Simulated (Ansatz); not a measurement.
The reference is SiO2 (space group P3_121, No. 152).

```
CELL_PARAMETERS angstrom
      4.94935     0.00000     0.00000
     -2.47468     4.28627     0.00000
      0.00000     0.00000     5.44191
ATOMIC_POSITIONS crystal
  Si 0.47048 0.00000 0.83333
  Si 0.00000 0.47048 0.16667
  Si 0.52952 0.52952 0.50000
  O  0.41256 0.26669 0.71428
  O  0.73331 0.14588 0.04761
  O  0.85412 0.58744 0.38094
  O  0.14588 0.73331 0.95239
  O  0.26669 0.41256 0.28572
  O  0.58744 0.85412 0.61906
```

Cartesian axes are those of the cell as printed.

Computed with Kohn–Sham DFT with the PBEsol functional, run in Ansatz (a program for electronic structure) with PAW and 420 eV plane waves, no spin-orbit coupling.

One thing is altered: biaxial strain −2.29 %, plane normal [001], relaxed out of plane (Cartesian); in-plane vectors clamped, the third vector and the atoms free.

Q: What happens to the ratio −ε⊥/ε∥?

A: The ratio −ε⊥/ε∥ amounts to 0.21.

No phonon test of stability was made.
